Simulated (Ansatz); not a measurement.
Consider NaI in the rock salt structure (space group Fm-3m, No. 225).

```yaml
crystal:
  lattice:
    - [0.00000, 3.20105, 3.20105]
    - [3.20105, 0.00000, 3.20105]
    - [3.20105, 3.20105, 0.00000]
  atoms:
    - { symbol: Na, position: [0.00000, 0.00000, 0.00000] }
    - { symbol: I, position: [0.50000, 0.50000, 0.50000] }
```

Cartesian axes are those of the cell as printed.

The values are results of Ansatz (a first-principles code) PBEsol, without spin-orbit coupling, not measurements.

Before the change:

- Valley order: Γ 3.60 eV; X along ⟨100⟩ 4.47 eV; L along ⟨111⟩ 4.96 eV
- Electron mass: 0.26 mₑ (at Γ)

Perturbation: tensor shear ε_xy = +1.43 % (engineering shear γ = 0.0286), atoms relaxed at fixed cell.

Problem. What does the calculation give for the valley order, energy relative to the base, stress and electron mass after the change?

Solution. The valley order (the lowest conduction-band minima on the path, energy above the VBM, named in the base's zone) changes from Γ 3.60 eV; X along ⟨100⟩ 4.47 eV; L along ⟨111⟩ 4.96 eV to Γ 3.53 eV; X along [001] 4.39 eV; X along [100] 4.40 eV; L along [1-11] 4.86 eV; the energy grows by 0.6 meV/atom; the stress (xx, yy, zz, yz, xz, xy; compression positive) is (0.02, 0.02, 0.00, 0.00, 0.00, -0.20) GPa; the electron mass remains 0.26 mₑ (at Γ).

With I present, leaving out spin-orbit coupling can change the band edges. The levels and masses belong to the bands next to the band gap. The cells carry an imposed strain or load. Masses are band curvatures over ±0.01 Å⁻¹ around the edge. Whether these cells are dynamically stable was not tested.
